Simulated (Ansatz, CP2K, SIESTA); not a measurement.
# La2O3 (P-3m1, 5 atoms in the cell) computed with different codes at matched settings

Band-structure calculation.

```
CELL_PARAMETERS angstrom
      3.95908     0.00000     0.00000
     -1.97954     3.42867     0.00000
      0.00000     0.00000     6.15596
ATOMIC_POSITIONS crystal
  La 0.66667 0.33333 0.75376
  La 0.33333 0.66667 0.24624
  O  0.66667 0.33333 0.35411
  O  0.33333 0.66667 0.64589
  O  0.00000 0.00000 0.00000
```

Shared settings, as Ansatz (a program for electronic structure) writes them: kpoints.mp_grid.grid = 7 7 4; scf.occupations.method = fixed. Potentials and cutoffs stand in the table.

```json
[
 {"code": "CP2K", "model": "PBE, GPW, DZVP-MOLOPT-SR-GTH basis, GTH-PBE potentials (GTH_POTENTIALS)", "gap along the path (eV)": "3.82", "smallest direct gap (eV)": "3.97", "cutoff": "grid 500 Ry"},
 {"code": "Ansatz", "model": "PBE, default PAW files", "gap along the path (eV)": "3.81", "smallest direct gap (eV)": "3.97", "cutoff": "default"},
 {"code": "SIESTA", "model": "GGA PBE, numerical atomic orbitals DZP, PseudoDojo PBE standard norm-conserving potentials (rewritten from UPF to PSML)", "gap along the path (eV)": "3.64", "smallest direct gap (eV)": "3.90", "cutoff": "grid 300 Ry"}
]
```

The spread over the programs that give each value: gap along the path within 0.18 eV; smallest direct gap within 0.07 eV.

CP2K and SIESTA use small atom-centred bases, whose incompleteness enters pressures, forces and empty levels differently from a plane-wave cutoff.

The starting cell comes from a database of computed structures (which also holds hypothetical and non-ambient phases and stackings), without a prior relaxation at this level. Its lattice was rescaled by a random factor within 2.5 % of one.

Left out of this page: Quantum ESPRESSO (not drawn, or without a comparable value); ABINIT (with a known weakness of the program).

Keys are those of Ansatz 0.2.
